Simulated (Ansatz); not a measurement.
**Amorphous Al28O44Hf**

It comes from a melt-quench run on a machine-learned potential (CHGNet), relaxed afterwards by DFT. O atoms were pushed apart under 1.9 Å during the dynamics, to hinder bonds among them. The hot cell started wider than the set density and was brought back towards it in steps. It is the lowest in DFT energy of 2 quenches. It is a model cell: composition and starting density were chosen by hand, and all elements were melted together. No dispersion term was used.

Methods: PBE, scalar-relativistic without spin-orbit coupling (Ansatz, a first-principles code); r2SCAN, scalar-relativistic without spin-orbit coupling (Ansatz); HSE06, scalar-relativistic without spin-orbit coupling (Ansatz). Geometry, pressure, stress and energy are those of the PBE run. Its sampling: a 2×2×2 Γ-centred mesh; Fermi-Dirac width 0.02 eV; no spin polarisation. Other functionals are single points at the zone centre (r2SCAN at 500 eV; exact exchange cut at the cell's faces), free to take moments where seeds were set. At PBE the levels at the filled edge of the gap are localised (band-tail or defect states), and the nearest spread-out levels lie 4.1 eV apart at the zone centre.

The number of atoms in the cell is 73 and the density (held, not predicted) comes out as 3.39 g/cm³. The volume per atom comes out as 10.99 Å³. The pressure on a 2×2×2 Γ-centred mesh comes out as -0.06 GPa and the largest force and stress component on that mesh (the relaxation ran on the zone centre alone) is 0.05 eV/Å and 0.2 GPa. The energy relative to corundum + HfO2 (P2_1/c) (lowest mix at this level among the phases computed, not always the ambient ones) is 14.5 kJ/mol of atoms, the level gap on a 2×2×2 Γ-centred mesh (PBE) comes out as 3.62 eV and the level gap at the zone centre (PBE) is 3.61 eV. The level gap at the zone centre (r2SCAN) comes out as 4.24 eV and the level gap at the zone centre (HSE06) is 5.30 eV.

Cut-offs for bonds: Al-Al 2.66 Å, Al-O 2.26 Å, Al-Hf 3.00 Å, O-O 1.58 Å, O-Hf 2.65 Å, Hf-Hf 3.34 Å. Two cations that share two anions don't count as bonded, nor two that share one unless they lie closer than Al-Al 2.59 Å, Al-Hf 2.92 Å, Hf-Hf 3.25 Å.

- Mean coordination of Al by anions: 4.71 (10 with 4, 16 with 5, 2 with 6)
- Mean coordination of O: 3.09 (2 with 2, 36 with 3, 6 with 4)
- Mean coordination of Hf by anions: 4.00 (1 with 4)
- Mean Al-O bond: 1.862 Å (spread 0.092 Å, 132 counted)
- Mean O-Hf bond: 1.996 Å (spread 0.068 Å, 4 counted)

Its density started from a set value of 3.39 g/cm³. The quench (nominally 280 K/ps over its main leg) was far faster than any real one, so the model tends to hold more defects than a real film. One small periodic cell is one sample of the glass; other quenches scatter about these values. The volume was held where the preparation left it and the shape relaxed, at a PBE pressure of -0.1 GPa (tension).
